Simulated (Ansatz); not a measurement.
**Se: carrier doping**

The parent structure is Se (space group P3_121, No. 152; a = 4.535 Å, c = 5.041 Å; made of chains).

Carriers are added at fixed cell with a uniform background; the Fermi–Dirac width is that of 300 K.

Calculations: Ansatz (an electronic-structure program) PBE, without spin-orbit coupling.

Notes on the quantities. Fermi level from band edge: Fermi level relative to the doped band's edge (positive inside the band; to 0.05 eV).

| hole density (10^21 cm⁻³) | Fermi level from band edge (eV) |
|---|---|
| 1.5 | 0.15 |
| 3 | ? |
| 5 | 0.40 |
| 10 | 0.55 |

Q: Fit E_F = C n^s, fitted as a line in log–log form (a parabolic band gives s = 2/3) to the rows shown and predict the withheld row.

A: Least squares on the printed values gives C = 0.12 eV, s = 0.70 (largest residual 0.04 eV); this predicts 0.25 eV, and the run gives 0.25 eV, in agreement.

Carriers are added with a uniform compensating background; total energy and stress of such cells depend on the potential's zero and are not compared; many-body gap narrowing is missing at this level. No phonon test of stability was made. No dispersion term is included, though the crystal is made of layers, chains or molecules, so its spacings can come out too wide.
